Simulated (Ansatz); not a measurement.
Take ZnS in the zinc blende structure (space group F-43m, No. 216; a = 5.3891 Å) as the base. Axes: x, y, z lie along the cube axes.

Calculations: r2SCAN (Ansatz, an electronic-structure program, PAW, no SOC).

Perturbation: an isotropic linear strain of −1.50 %; the atoms relax in the strained cell.

Task: Predict the stress tensor and what it implies for the stiffness.

Result: Stress of the strained cell less that of the base (GPa, compression positive):
```
   3.93    0.00    0.00
   0.00    3.93    0.00
   0.00    0.00    3.93
```

Then B = −ΔP/(ΔV/V₀) with ΔV/V₀ = -0.0443 gives secant stiffness values (nonlinear terms included at this strain): B ≈ 89 GPa.

As a check, the harmonic strain energy −½ V₀ Δσ:ε is 11 meV/atom; the computed energy rise is 10 meV/atom.

Whether these cells are dynamically stable was not tested.
